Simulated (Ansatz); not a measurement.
The parent structure is TaGe$_{2}$ in the fluorite structure (space group Fm-3m, No. 225; a = 6.2763 Å; a hypothetical phase, not in the database extracts checked; relaxed with 0.1 eV smearing). Axes: x, y, z lie along the cube axes.

Computed with Ansatz (a first-principles code) PBE, without spin-orbit coupling.

Modification: uniaxial strain ε_zz = +2.82 %, all other strain components held at zero; the atoms relax in the strained cell.

### Question
Predict the stress tensor and what it implies for the stiffness.

### Answer
Stress of the strained cell less that of the base (GPa, compression positive):
```
   -3.2     0.0     0.0
    0.0    -3.2     0.0
    0.0     0.0    -1.4
```

Then −Δσ_ii/ε with ε = 0.0282 gives secant stiffness values (nonlinear terms included at this strain): C33 ≈ 51 GPa, C13 ≈ 115 GPa and C23 ≈ 115 GPa.

An off-diagonal value above the diagonal one breaks a Born criterion: the base is elastically unstable at this level, or the strain is beyond its stable range.

No phonon test of stability was made. The final runs are not spin-polarised. TaGe2 has a high density of states at the Fermi level and may be magnetic at this level.
